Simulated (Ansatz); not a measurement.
Consider the following.

```
CELL_PARAMETERS angstrom
      3.22091     0.00000     0.00000
     -1.61045     2.78939     0.00000
      0.00000     0.00000     5.18655
ATOMIC_POSITIONS crystal
  Zn 0.66667 0.33333 0.00246
  Zn 0.33333 0.66667 0.50246
  O  0.66667 0.33333 0.62274
  O  0.33333 0.66667 0.12274
```

No spin polarisation.

Computed with Ansatz (a first-principles code), r2SCAN, PAW, cutoff 500 eV, spin-orbit coupling left out. k-mesh 12×12×7 (Γ-centred); smearing 0.05 eV (Fermi–Dirac).

**Question.** What band gap does the calculation give?

**Answer.** 1.26 eV.

**Question.** What valence-band top at Γ (three highest levels, from the VBM) does the calculation give?

**Answer.** 0.00, 0.00, -0.10 eV.

Load acts through the strain it causes; cell and atoms are relaxed under it. Stability against distortions was not tested. Tetrahedral semiconductors of this kind turn to denser phases somewhere between about 1 and 50 GPa; those were not computed, so compressed cells here can lie past the real transition. The cell was made from ZnO in the wurtzite structure (space group P6_3mc, No. 186) by this change: pressure 2.1 GPa.
